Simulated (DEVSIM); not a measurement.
Structure: Schottky contact on n-type Si, at 350 K.

Layer 1 from the left is Si, thickness (μm) 0.750, Nd (cm⁻³) 7.7e16, τn (s) 1.8e-5, τp (s) 1.8e-5.

Left contact: Schottky, work function 4.64 eV, emission velocity 2.2e6 cm/s. Right contact: ohmic. Voltage is applied to the left contact. Recombination: SRH at mid-gap, Auger. Mobility is constant in doping.

The device is made up for the run: typed textbook-type constants, with dimensions and the other settings drawn at random. Values at 300 K; Nc and Nv go as T^1.5, mobilities as T to minus their exponent, the gap by Varshni's rule with the affinity fixed.

Si: gap (eV) 1.124, affinity (eV) 4.05, permittivity 11.7, Nc (cm⁻³) 2.86e19, Nv (cm⁻³) 3.1e19, μn (cm²/Vs) 1417, μp (cm²/Vs) 470, T exponent of μn 2.3, T exponent of μp 2.2, Cn (cm⁶/s) 2.8e-31, Cp (cm⁶/s) 9.9e-32, Varshni α (eV/K) 0.000473, Varshni β (K) 636.

Simulated with DEVSIM: 1D drift-diffusion, Boltzmann statistics, complete ionisation; no tunnelling, impact ionisation, image-force lowering or self-heating. Metal contacts follow the ideal Schottky-Mott rule: no Fermi-level pinning, no interface dipoles.

Problem. What does the simulation give for the potential step across the device at zero bias, the largest field in the device at zero bias, the dark forward voltage at 100 A/cm², the dark forward voltage at 1 A/cm²?

Solution. potential step across the device at zero bias 0.405 V; largest field in the device at zero bias 94000 V/cm; dark forward voltage at 100 A/cm² 0.238 V; dark forward voltage at 1 A/cm² 0.099 V.
